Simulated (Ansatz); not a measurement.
# Pressure series in CuI

Take CuI in the zinc blende structure (space group F-43m, No. 216) as the base.

Space group F-43m (No. 216); a = b = c = 6.079 Å, α = β = γ = 90.00°

| atom | site | symmetry | x | y | z |
|---|---|---|---|---|---|
| I | 4d | -43m | 0.7500 | 0.7500 | 0.7500 |
| Cu | 4a | -43m | 0.0000 | 0.0000 | 0.0000 |
(The calculation used a cell of 2 atoms; values per cell refer to that cell.)

Cell and atoms are relaxed at each pressure.

Level of theory: PBE in Ansatz (plane waves to 420 eV, PAW, without spin-orbit coupling).

Notes on the quantities. hole mass: degenerate bands, along [100].

| variant | hole mass | band gap | volume per atom |
|---|---|---|---|
| base | 0.22, 0.75, 0.75 mₑ (at Γ) | 1.10 eV | 28.08 Å³ |
| pressure −2 GPa | 0.22, 0.85, 0.85 mₑ (at Γ) | 0.96 eV | 29.81 Å³ |
| pressure −1 GPa | 0.22, 0.79, 0.79 mₑ (at Γ) | 1.03 eV | 28.86 Å³ |
| pressure 1.8 GPa | 0.22, 0.68, 0.68 mₑ (at Γ) | 1.21 eV | 26.94 Å³ |
| pressure 4.2 GPa | ? | 1.34 eV | 25.76 Å³ |
| pressure 9 GPa | 0.22, 0.54, 0.54 mₑ (at Γ) | 1.56 eV | 24.07 Å³ |
| pressure 18 GPa | ? | 1.87 eV | 21.99 Å³ |
| pressure 30 GPa | 0.22, 0.37, 0.37 mₑ (at Γ) | 1.93 eV | 20.23 Å³ |
| pressure 45 GPa | 0.22, 0.32, 0.32 mₑ (at Γ) | 1.70 eV | 18.74 Å³ |
| pressure 60 GPa | 0.22, 0.29, 0.29 mₑ (at Γ) | 1.50 eV | 17.66 Å³ |

Task: Fill in the withheld entries from the trend.

Result: 
- pressure 4.2 GPa, hole mass: 0.22, 0.62, 0.62 mₑ (at Γ)
- pressure 18 GPa, hole mass: 0.22, 0.45, 0.45 mₑ (at Γ)

Spin-orbit coupling, missing from the scalar runs, can matter with I. Load acts through the strain it causes; cell and atoms are relaxed under it. Masses are band curvatures over ±0.01 Å⁻¹ around the edge. Stability against distortions was not tested. Tetrahedral semiconductors of this kind turn to denser phases somewhere between about 1 and 50 GPa; those were not computed, so compressed cells here can lie past the real transition. The final runs are not spin-polarised.

Ansatz is a quantum-chemistry and plane-wave program.
